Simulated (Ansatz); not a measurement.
Results of PBE0 (plane waves, PAW; Ansatz, a program for electronic structure) for GaGeTe (R-3m, No. 166, 6 atoms in the cell; start mp-8211).

The input as run:

Ansatz 0.2 input:
```yaml
crystal:
  lattice:
    - [2.0250701621, 1.1691748032, 11.6433759577]
    - [-2.0250701621, 1.1691748032, 11.6433759577]
    - [0.0, -2.3383496064, 11.6433759577]
  atoms:
    - { symbol: Ga, position: [0.2522575493, 0.2522575493, 0.2522575493] }
    - { symbol: Ga, position: [0.7477424507, 0.7477424507, 0.7477424507] }
    - { symbol: Ge, position: [0.321887186, 0.321887186, 0.321887186] }
    - { symbol: Ge, position: [0.678112814, 0.678112814, 0.678112814] }
    - { symbol: Te, position: [0.1173742205, 0.1173742205, 0.1173742205] }
    - { symbol: Te, position: [0.8826257795, 0.8826257795, 0.8826257795] }
basis:
  ecutwfc: 460
  ecutrho_ratio: 4
  xc_grid: 2
kpoints:
  mp_grid: { grid: [6, 6, 6] }
hamiltonian:
  xc: pbe0
  dispersion: none
  pseudopotentials: { azcp: { folder: ./paw }, kind: paw }
scf:
  occupations: { method: fermi_dirac, width: 0.01 }
  convergence: { dr2_threshold: 0.0000000006 }
output:
  forces: true
  stress: true
  eigenvalues: true
```

From the output:

```
WARN output.stress: scf.exx.energy_threshold = 1e-6 eV is looser than the 6e-8 eV advised for a stress under a hybrid functional (1e-8 eV for each atom of the …
Crystal: 6 atoms, lattice volume = 165.405 Å³
Basis set: ecut = 460 eV, 3665 PW (Γ), FFT grids on a1−a3, a2−a3, a3, exchange–correlation on 60×60×180 points (8 copies of the dense FFT grid, shifted against one another)
Bands: 52, of which v1, the nominal top of the filled ones, is band 43 counted from 1 (42 counted from 0)
Symmetry: 12 space group operations
Space group: R-3m (ITA 166), of the structure as read, at distance tolerance 5.5e-5 Å
k-points: 32 of 216
Initial density: superposition of atomic densities (chi_scale 0.1, normalization cell, long waves kept (reshape's long-wave potential 0.32 eV rms))
Functional: x = pbe(κ = 0.804, μ = 0.2195149727645171), c = pbe(β = 0.06672455060314922), warm-up for x = 0.75 pbe(κ = 0.804, μ = 0.2195149727645171) + 0.25 exact, c = pbe(β = 0.06672455060314922)
SCF iter   1: F=—  HF=-30118.180318 eV  |F-HF|=—  |Δ(HF+E_count)|=         —  Δρ=3.54e-2  dr2=5.99e0
SCF iter   2: F=—  HF=-30121.997550 eV  |F-HF|=—  |Δ(HF+E_count)|=    3.82e0  Δρ=3.62e-2  dr2=4.12e1
  ...
Crystal: 6 atoms, lattice volume = 165.405 Å³
Initial density: handed on by an earlier stage of this run
Functional: x = 0.75 pbe(κ = 0.804, μ = 0.2195149727645171) + 0.25 exact, c = pbe(β = 0.06672455060314922)
Crystal: 6 atoms, lattice volume = 165.405 Å³
Crystal: 6 atoms, lattice volume = 165.405 Å³
SCF iter   2: F=—  HF=-30127.665404 eV  |F-HF|=—  |Δ(HF+E_count)|=   5.11e-9  Δρ=1.22e-6  dr2=1.65e-9
SCF iter   3: F=-30127.665404 eV  HF=-30127.665404 eV  |F-HF|=4.37e-11  |Δ(HF+E_count)|=  2.55e-10  Δρ=3.14e-7  dr2=1.36e-10
SCF 4 converged in 3 iterations: F = -30127.665404 eV  dr2 = 1.36e-10
Free energy (F): -30127.665404 eV
Internal energy: -30127.665404 eV  (E = F + TS)
E sigma→0 (E₀):  -30127.665404 eV
Fermi energy:    8.044181 eV
--- Forces (eV/Å), atoms counted from 1 ---
  atom   1  Ga     0.00000000    -0.00000000    -0.08108505
  atom   2  Ga     0.00000000     0.00000000     0.08108505
  atom   3  Ge     0.00000000    -0.00000000     0.02026062
  atom   4  Ge     0.00000000     0.00000000    -0.02026062
  atom   5  Te     0.00000000     0.00000000    -0.11855469
  atom   6  Te     0.00000000    -0.00000000     0.11855469
--- Stress (GPa, compression-positive) ---
        0.675664       0.000000       0.000000
        0.000000       0.675664      -0.000000
       -0.000000      -0.000000       0.781015
  P = ⅓ Tr σ = 0.7108 GPa (7.108 kbar)
```

The PAW data were made under PBE.

Note: cell and atoms aren't relaxed at this level (largest force component 0.12 eV/Å, pressure 0.7 GPa). Note: the cell has widely spaced layers and the level no dispersion term, so their spacing and the moduli can rest on weak binding.

Computing time: about 16 core-minutes (a rough figure).

A start named mp-… is a Materials Project structure, which need not be a measured phase.
